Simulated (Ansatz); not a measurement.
KS (P-62m, No. 189; cell taken from a computed entry) was calculated with HSE06 (PAW; Ansatz, a first-principles code).

Settings: plane-wave cutoff 500 eV, 4×4×4 k mesh, gaussian smearing 0.02 eV, scalar-relativistic PAW data made under PBE.

Cell (relaxed with PBEsol):

```cif
data_K6S6
_chemical_formula_sum 'K6 S6'
_space_group_name_H-M_alt 'P-62m'
_space_group_IT_number 189
_space_group_name_Hall 'P -6 -2'
_cell_length_a 8.45559
_cell_length_b 8.45559
_cell_length_c 5.71925
_cell_angle_alpha 90.000
_cell_angle_beta 90.000
_cell_angle_gamma 120.000
loop_
_atom_site_label
_atom_site_type_symbol
_atom_site_symmetry_multiplicity
_atom_site_Wyckoff_symbol
_atom_site_fract_x
_atom_site_fract_y
_atom_site_fract_z
_atom_site_occupancy
K1 K 3 g 0.35574 0.35574 0.50000 1
K2 K 3 f 0.00000 0.30956 0.00000 1
S1 S 4 h 0.33333 0.66667 0.18676 1
S2 S 2 e 0.00000 0.00000 0.31444 1
```

**Question.** Predict the band gap.

**Answer.** 
- band gap = 2.58 eV (on the SCF k mesh)

Note: cell and atoms aren't relaxed at this level (pressure 0.9 GPa).

The computed numbers hold no vibrational or temperature effects.
